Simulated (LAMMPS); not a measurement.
MD of CdS (wurtzite) at zero pressure, 3696 atoms, as a liquid; each row is its own run.

Level of theory: classical MD, pair style sw, file CdTeZnSeHgS0.sw, run in LAMMPS.

```
T (K)  volume (Å³/atom)
-----  ----------------
1580             29.167
1750             30.032
2190             33.042
2280             33.849
2450             35.698
```

Task: Fit a straight line, y = a + b x, to these rows (x is the first column, y the second) and predict the run at x = 1930.

Result: Least squares gives a = 17.372 and b = 0.007310. At x = 1930 the fit predicts 31.480 Å³/atom. The run itself gave 31.17 ± 0.08 Å³/atom, so the fit is 0.98 % high.

Caution (rows 1580; 1930; 2450): enthalpy drifts during the constant-pressure average: a transition or slow ageing; fluctuation values are void.

Caution: at ambient pressure real CdS sublimes or decomposes before or as it melts, so this liquid is the model's.

Caution: a run this short can hold a crystal over, or a liquid under, the potential's own melting point, which these runs don't give.
